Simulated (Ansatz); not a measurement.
**Na2S: pressure series**

Take Na$_{2}$S in the anti-fluorite structure (space group Fm-3m, No. 225) as the base.

```cif
data_Na2S
_chemical_formula_sum 'Na2 S1'
_space_group_name_H-M_alt 'P 1'
_space_group_IT_number 1
_cell_length_a 4.64424
_cell_length_b 4.64424
_cell_length_c 4.64424
_cell_angle_alpha 60.000
_cell_angle_beta 60.000
_cell_angle_gamma 60.000
loop_
_space_group_symop_operation_xyz
  'x, y, z'
loop_
_atom_site_label
_atom_site_type_symbol
_atom_site_fract_x
_atom_site_fract_y
_atom_site_fract_z
_atom_site_occupancy
Na1 Na 0.25000 0.25000 0.25000 1
Na2 Na 0.75000 0.75000 0.75000 1
S1 S 0.00000 0.00000 0.00000 1
```

Cell and atoms are relaxed at each pressure.

All numbers come from PBE (Ansatz, a quantum-chemistry and plane-wave program), scalar-relativistic without spin-orbit coupling.

For the base:

- Band gap: 2.45 eV

**Question.** The aim is a band gap between 3.11 eV and 3.43 eV. Which of these changes reaches it?
(A) pressure 1.5 GPa
(B) pressure 5 GPa
(C) pressure 10 GPa
(D) pressure 0.7 GPa

**Answer.** C, pressure 10 GPa. It gives 3.25 eV; pressure 0.7 GPa gives 2.53 eV; pressure 5 GPa gives 2.91 eV; pressure 1.5 GPa gives 2.61 eV. Changes not listed may reach it too

Load acts through the strain it causes; cell and atoms are relaxed under it. Whether these cells are dynamically stable was not tested. No other phases were tried under pressure.
